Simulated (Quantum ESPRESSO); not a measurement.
Input and output of a self-consistent single point for Au (Fm-3m, 1 atom in the cell) (Quantum ESPRESSO).

Level of theory: PBE, GBRV 1.5 ultrasoft (PBE) pseudopotentials (plane waves; Quantum ESPRESSO).

The change in words: lattice scaled by 0.97; ecutwfc: 40 Ry → 24 Ry; ecutrho: 320 Ry → 192 Ry. Reference geometry:
```yaml
crystal:
  lattice:
    - [-2.11693, 0.00000, 2.11693]
    - [0.00000, 2.11693, 2.11693]
    - [-2.11693, 2.11693, 0.00000]
  atoms:
    - { symbol: Au, position: [0.00000, 0.00000, 0.00000] }
```

Reference input (self-consistent single point, DFT, PBE, plane waves, GBRV 1.5 ultrasoft (PBE) pseudopotentials): ecutwfc = 40 Ry; ecutrho = 320 Ry; occupations = smearing; smearing = gaussian; degauss = 0.0073499 Ry; potentials = {Au: au_pbe_v1.uspp.F.UPF}; K_POINTS = automatic 18 18 18 0 0 0; conv_thr = 1e-11 Ry; mixing_beta = 0.7. This run's input differs from it in these lines:

```diff
@@ -11,7 +11,7 @@
   ibrav = 2
-  celldm(1) = 8.000835850
+  celldm(1) = 7.760810397
   nat = 1
   ntyp = 1
-  ecutwfc = 40
-  ecutrho = 320
+  ecutwfc = 24
+  ecutrho = 192
   occupations = 'smearing'
```

Output, abridged:

```
     Self-consistent Calculation

     iteration #  1     ecut=    24.00 Ry     beta= 0.70

---- Real-time Memory Report at c_bands before calling an iterative solver
            75 MiB given to the printing process from OS
            21 MiB allocation reported by mallinfo(arena+hblkhd)
------------------

     Threshold (ethr) on eigenvalues was too large:
     Diagonalizing with lowered threshold

---- Real-time Memory Report at c_bands before calling an iterative solver
            84 MiB given to the printing process from OS
            49 MiB allocation reported by mallinfo(arena+hblkhd)
------------------

   [... lines left out ...]

---- Real-time Memory Report at c_bands before calling an iterative solver
            84 MiB given to the printing process from OS
            49 MiB allocation reported by mallinfo(arena+hblkhd)
------------------

     total energy              =    -114.98650272 Ry
     estimated scf accuracy    <          1.0E-09 Ry

     iteration #  8     ecut=    24.00 Ry     beta= 0.70

---- Real-time Memory Report at c_bands before calling an iterative solver
            84 MiB given to the printing process from OS
            49 MiB allocation reported by mallinfo(arena+hblkhd)
------------------
     End of self-consistent calculation

     the Fermi energy is    15.2257 ev

!    total energy              =    -114.98650272 Ry
     estimated scf accuracy    <          2.2E-13 Ry
     smearing contrib. (-TS)   =      -0.00009713 Ry
     internal energy E=F+TS    =    -114.98640559 Ry

     convergence has been achieved in   8 iterations

     Forces acting on atoms (cartesian axes, Ry/au):

     atom    1 type  1   force =     0.00000000    0.00000000    0.00000000

     Total force =     0.000000     Total SCF correction =     0.000000

          total   stress  (Ry/bohr**3)                   (kbar)     P=       35.45
   0.00024102  -0.00000000  -0.00000000           35.45       -0.00       -0.00
  -0.00000000   0.00024102   0.00000000           -0.00       35.45        0.00
  -0.00000000   0.00000000   0.00024102           -0.00        0.00       35.45

   JOB DONE.
```

The run converged in 8 iterations. Against the reference run the free energy rises by 2.3 meV/atom and the pressure goes from -6.83 to 3.55 GPa.

The starting cell comes from a database of computed structures (which also holds hypothetical and non-ambient phases and stackings), without a prior relaxation at this level. Its lattice was rescaled by a random factor within 2.5 % of one. For this run, on top of that: lattice scaled by 0.97.
